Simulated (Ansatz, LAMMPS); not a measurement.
# Si well of 16 atomic layers along [001] in random Si0.5Ge0.5, Ge share that oscillates in the well

Cell 16.85 × 16.85 × 55.32 Å, Si478Ge242, 720 atoms. Prepared with Tersoff's 1989 multicomponent potential (SiCGe.tersoff) (LAMMPS): minimisation. 

That structure was relaxed on with PBE, support functions at accuracy medium on the grid of 370 eV (Ansatz, a first-principles code). Basis: localised support functions (accuracy medium) on a full density matrix. k-points: zone centre alone; occupations: Fermi-Dirac, 0.010 eV; spin polarisation not allowed. Scalar-relativistic, no spin-orbit coupling.

What does DFT change in the classical structure?

The energy falls by 0.4 meV an atom over 3 steps; atoms move by 0.014 Å root mean square, 0.04 Å at most.
```tsv
quantity	classical minimum	after DFT steps
4-fold atoms (%)	100.0	100.0
spread of bond angles (°)	1.2	1.4
```
